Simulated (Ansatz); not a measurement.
The starting structures come from a database of crystals and need not be the phases stable at ambient conditions.

Input:

```yaml
crystal:
  lattice:
    - [2.81064, 0.00000, 0.00000]
    - [-1.40532, 2.43409, 0.00000]
    - [1.40532, 0.81136, 4.80832]
  atoms:
    - { symbol: Ni, position: [0.00000, 0.00000, 0.00000] }
    - { symbol: O, position: [0.79757, 0.39879, 0.80364] }
    - { symbol: O, position: [0.20243, 0.60121, 0.19636] }
```

Space group of this cell: R-3m. The cell was relaxed by PBE-D3(BJ); by r2SCAN its mean pressure is -5.7 GPa.

Transport runs along the normal of the first two printed cell vectors, the (001) plane of the conventional cell.

The gap is the functional's own. No spin-orbit coupling. Mid-gap values are interpolated on the energy grid.

Give the band gap and the smallest decay constant κ at mid-gap that r2SCAN (Ansatz, a program for electronic structure) yields.

Gap 1.39 eV on a 14×14×14 mesh; κ = 0.399 1/Å, at (0.333, 0.000) of the in-plane reciprocal vectors. At the zone centre, at the nearest computed energy, the slowest state has κ = 0.55 1/Å.
